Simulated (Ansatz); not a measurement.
Take PbS in the zinc blende structure (space group F-43m, No. 216; a = 6.543 Å; a hypothetical phase, not in the database extracts checked) as the base. Axes: x, y, z lie along the cube axes.

The change: biaxial strain +3.20 %, plane normal [110], relaxed out of plane (Cartesian); in-plane vectors clamped, the third vector and the atoms free.

Levels (all Ansatz, an electronic-structure program, PAW): PBEsol (420 eV, without spin-orbit coupling); r2SCAN (500 eV, spin-orbit coupling left out); HSE06 (420 eV, without spin-orbit coupling).

One geometry, relaxed with PBEsol, under each level:

```json
[
 {"level": "PBEsol", "band gap": "0.47 eV", "lowest conduction level above the VBM at special points": "T 0.47 eV; X 1.03 eV; Y₀ 1.61 eV; U₀ 1.61 eV", "electron mass": "1.7 mₑ along k, 0.36 mₑ across (at T)", "pressure": "0.37 GPa"},
 {"level": "r2SCAN", "band gap": "0.71 eV", "lowest conduction level above the VBM at special points": "T 0.71 eV; X 1.31 eV; Y₀ 1.92 eV; U₀ 1.92 eV", "electron mass": "1.6 mₑ along k, 0.35 mₑ across (at T)", "pressure": "1.51 GPa"},
 {"level": "HSE06", "band gap": "…", "lowest conduction level above the VBM at special points": "…", "electron mass": "–", "pressure": "–"}
]
```

Question: Give the withheld HSE06 results.

Answer: 
- HSE06, band gap: 1.04 eV
- HSE06, lowest conduction level above the VBM at special points: T 1.04 eV; X 1.62 eV; Y₀ 2.24 eV; Γ 2.62 eV

A biaxial case was relaxed in a doubled cell and then solved in the primitive one. Single points use the geometry relaxed with PBEsol. Their cutoffs differ, which shifts pressures a little. HSE06 gaps are upper bounds (no full band path). Spin-orbit coupling, missing from the scalar runs, can matter with Pb. Effective masses come from finite differences of ±0.01 Å⁻¹. Along k means along the line from Γ to the band edge. No phonon test of stability was made. Under biaxial strain +3.20 %, plane normal [110], relaxed out of plane the cell ends below the base's energy or with stress of the wrong sign: the atoms slid into a distortion or the cell is elastically unstable, so the base is not a stable minimum at this level. Labels are those of the standard path for the cell's own space group.
